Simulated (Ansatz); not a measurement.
A self-consistent single point of In2Se3 (P1, 5 atoms in the cell) with Ansatz (a first-principles code).

Level of theory: PBEsol, default PAW files made with PBE (plane waves; Ansatz).

The change in words: lattice scaled by 0.98; kpoints.mp_grid.grid: 6 6 2 → 11 11 4. Reference geometry:
```xyz
5
Lattice="3.9635 0.0000 0.0000 1.9801 3.4337 0.0000 0.0164 0.0283 9.8345" Properties=species:S:1:pos:R:3 pbc="T T T"
In     1.9954     1.1703     8.0196
In     3.9646     2.2916     1.8649
Se     0.0000     0.0000     0.0000
Se     1.9827     1.1463     3.1829
Se     3.9773     2.3156     6.6516
```

Reference input (self-consistent single point, DFT, PBEsol, plane waves, default PAW files made with PBE): basis.ecutwfc = 420 eV; kpoints.mp_grid.grid = 6 6 2; hamiltonian.xc = pbesol; hamiltonian.pseudopotentials = {kind: paw} (the program's default PAW files); scf.occupations.method = gaussian; scf.occupations.width = 0.2 eV. This run's input differs from it in these lines:

Ansatz 0.2 input:
```diff
@@ -3,5 +3,5 @@
   lattice:
-    - [3.963484, 0.000000, 0.000000]
-    - [1.980140, 3.433701, 0.000000]
-    - [0.016392, 0.028253, 9.834484]
+    - [3.884214, 0.000000, 0.000000]
+    - [1.940537, 3.365027, 0.000000]
+    - [0.016064, 0.027688, 9.637794]
   atoms:
@@ -15,3 +15,3 @@
 kpoints:
-  mp_grid: { grid: [6, 6, 2] }
+  mp_grid: { grid: [11, 11, 4] }
 hamiltonian:
```

Output, abridged:

```
SCF iter   1: F=—  HF=-27325.743930 eV  |F-HF|=—  |Δ(HF+E_count)|=         —  Δρ=3.89e-3  dr2=2.25e-2  ethr=1.77e-3  ⟨swp⟩=6.7  Hψ=43653  notcnv=0
all-band conjugate gradients solve this SCF's bands
preconditioner: auto → LDOS
SCF iter   2: F=—  HF=-27325.741464 eV  |F-HF|=—  |Δ(HF+E_count)|=   2.47e-3  Δρ=2.87e-3  dr2=1.26e-2  ethr=3.03e-5  ⟨swp⟩=2.0  Hψ=22179  notcnv=0  defer=11
SCF iter   3: F=—  HF=-27325.735688 eV  |F-HF|=—  |Δ(HF+E_count)|=   5.78e-3  Δρ=3.08e-4  dr2=5.14e-4  ethr=1.71e-5  ⟨swp⟩=2.0  Hψ=19353  notcnv=0  defer=11
SCF iter   4: F=—  HF=-27325.735583 eV  |F-HF|=—  |Δ(HF+E_count)|=   1.06e-4  Δρ=1.36e-4  dr2=8.17e-5  ethr=6.95e-7  ⟨swp⟩=3.0  Hψ=19492  notcnv=0  defer=11
SCF iter   5: F=—  HF=-27325.735576 eV  |F-HF|=—  |Δ(HF+E_count)|=   6.60e-6  Δρ=3.99e-5  dr2=1.24e-6  ethr=1.10e-7  ⟨swp⟩=2.4  Hψ=15212  notcnv=0  defer=11
SCF iter   6: F=-27325.735576 eV  HF=-27325.735576 eV  |F-HF|=2.48e-8  |Δ(HF+E_count)|=   1.84e-7  Δρ=8.83e-6  dr2=9.88e-8  ethr=1.35e-10  ⟨swp⟩=8.0  Hψ=59885  notcnv=0
SCF 1 converged in 6 iterations: F = -27325.735576 eV  dr2 = 9.88e-8
Free energy (F): -27325.735576 eV
Internal energy: -27325.726911 eV  (E = F + TS)
E sigma→0 (E₀):  -27325.731243 eV
Entropy (-TS):   -0.008666 eV (-1.733 meV/atom)
Fermi energy:    8.129939 eV
--- Forces (eV/Å), atoms counted from 1 ---
  atom   1  In     0.00411470     0.00498126    -0.11777416
  atom   2  In    -0.00364744    -0.00458283    -0.27728919
  atom   3  Se    -0.00057198    -0.00059413     0.10568284
  atom   4  Se     0.00125819     0.00184433     0.63613414
  atom   5  Se    -0.00115339    -0.00164849    -0.34678726
--- Stress (GPa, compression-positive) ---
        3.559898       0.008572      -0.010362
        0.008572       3.554934      -0.012871
       -0.010362      -0.012871       3.336078
  P = ⅓ Tr σ = 3.4836 GPa (34.836 kbar)
  The stress holds the Pulay correction. Without it, at fixed plane waves, as pw.x and ABINIT print it: P = 3.4495 GPa
```

The run converged in 6 iterations. Against the reference run the free energy rises by 10.0 meV/atom, the pressure goes from -0.61 to 3.48 GPa and the largest force goes from 0.227 to 0.636 eV/Å.

The starting cell comes from a database of computed structures (which also holds hypothetical and non-ambient phases and stackings), without a prior relaxation at this level. Its lattice was rescaled by up to half a per cent. One atom was moved a little off its site on purpose. For this run, on top of that: lattice scaled by 0.98. With a pressure of about 3 GPa the cell is away from its equilibrium volume at this level. Ansatz's pressure includes its estimate of the finite-basis (Pulay) stress. A gap is left out here, as mesh or smearing make it unsure.

Cost on one core of a shared machine: roughly 2 min.
